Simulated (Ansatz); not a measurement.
For CaScO2F (model structure, started from the SrVO2H type, P4/mmm, No. 123, 5 atoms in the cell), PBEsol (Ansatz, a first-principles code, plane waves, PAW) gives:

| Property | Value |
|---|---|
| lattice constant a | 4.061 Å |
| c axis length | 3.959 Å |
| bulk modulus | 132 GPa |
| cohesive energy | 6.25 eV/atom |
| band gap | 2.76 eV |

Task: What does r²SCAN (Ansatz, plane waves, PAW) give for the same quantities?

Result: 
- lattice constant a: 4.075 Å (rises by 0.3 %)
- lattice parameter c: 3.972 Å (increases by 0.3 %)
- bulk modulus: 135 GPa (rises by 2.3 %)
- cohesive energy: 6.06 eV/atom (drops by 0.19 eV/atom)
- band gap: 3.43 eV (rises by 0.67 eV)

Changes are worked out from the printed values.

Unless a cell is named, each level is at its own relaxed cell (PBEsol 13.05, r²SCAN 13.19 Å³/atom).

Density-functional gaps are differences of (generalised) Kohn–Sham levels.

Caveats: the bulk modulus is −V dP/dV from two relaxed cells at ±2 % in volume (PBEsol, r²SCAN). Ansatz's density-functional and Hartree–Fock values are scalar-relativistic unless marked +SOC, with PAW data made under PBE.

A model structure was made by putting elements into a prototype or built by hand; it is no filed structure, need not be a known phase, and can be a saddle point held by its symmetry.
